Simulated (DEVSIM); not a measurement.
System: illuminated Si p-on-n cell, one wavelength, at 300 K.

```tsv
layer (left to right)	material	thickness (μm)	Nd (cm⁻³)	Na (cm⁻³)	τn (s)	τp (s)	absorption coefficient (cm⁻¹)
1	Si	0.490	-	3.9e18	1.6e-8	1e-7	1500
2	Si	54.0	3.2e15	-	6e-7	6e-7	1500
```

Left contact: ohmic, minority electron recombination velocity 2e6 cm/s. Right contact: ohmic, minority hole recombination velocity 2000 cm/s. Voltage is applied to the left contact. Recombination: SRH at mid-gap, radiative, Auger. Gap narrowing is on: ΔEg = 6.92 meV × (l + √(l² + 0.5)), l = ln(N/1.3e17 cm⁻³), shared equally by both band edges. Light enters at the left, 2.9e16 photons cm⁻² s⁻¹, one pass, no reflection. Mobility is constant in doping. Where it depends on doping, it is μmin + (μ − μmin)/(1 + (N/Nref)^α).

This is a model device: material constants are rounded textbook-type values typed into the input, and sizes, dopings and lifetimes were drawn at random. Values at 300 K. The table also holds parameters that only a changed run uses.

| parameter | Si |
|---|---|
| gap (eV) | 1.124 |
| affinity (eV) | 4.05 |
| permittivity | 11.7 |
| Nc (cm⁻³) | 2.86e19 |
| Nv (cm⁻³) | 3.1e19 |
| μn (cm²/Vs) | 1417 |
| μp (cm²/Vs) | 470 |
| μn,min | 52 |
| μp,min | 45 |
| Nref,n | 9.7e16 |
| Nref,p | 2.2e17 |
| αn | 0.68 |
| αp | 0.72 |
| B (cm³/s) | 4.7e-15 |
| Cn (cm⁶/s) | 2.8e-31 |
| Cp (cm⁶/s) | 9.9e-32 |

DEVSIM, 1D drift-diffusion, Boltzmann statistics, complete ionisation; no tunnelling, impact ionisation, image-force lowering or self-heating.

Base results: largest power (mW/cm²) 1.39; dark forward voltage at 100 A/cm² (V) 0.851; open-circuit voltage (V) 0.472; short-circuit current (mA/cm²) 3.75.

Task: What follows from this one change: doping Na of layer 1 3.9e+18 → 1.2e+17 cm^-3?

Result: largest power 1.39 → 1.30 mW/cm²; dark forward voltage at 100 A/cm² 0.851 → 0.883 V; open-circuit voltage 0.472 → 0.444 V; short-circuit current little changed (3.75 mA/cm²).

Task: What follows from this one change: recombination velocity at the right contact 2000 → 1000 cm/s?

Result: largest power little changed (1.40 mW/cm²); dark forward voltage at 100 A/cm² 0.851 → 0.843 V; open-circuit voltage little changed (0.472 V); short-circuit current little changed (3.76 mA/cm²).

Task: What follows from this one change: thickness of layer 1 0.49 → 0.17 μm?

Result: largest power little changed (1.39 mW/cm²); dark forward voltage at 100 A/cm² 0.851 → 0.859 V; open-circuit voltage 0.472 → 0.465 V; short-circuit current 3.75 → 3.81 mA/cm².

Task: What follows from this one change: doping-dependent mobility in place of the constant one?

Result: largest power little changed (1.40 mW/cm²); dark forward voltage at 100 A/cm² little changed (0.848 V); open-circuit voltage 0.472 → 0.482 V; short-circuit current 3.75 → 3.70 mA/cm².
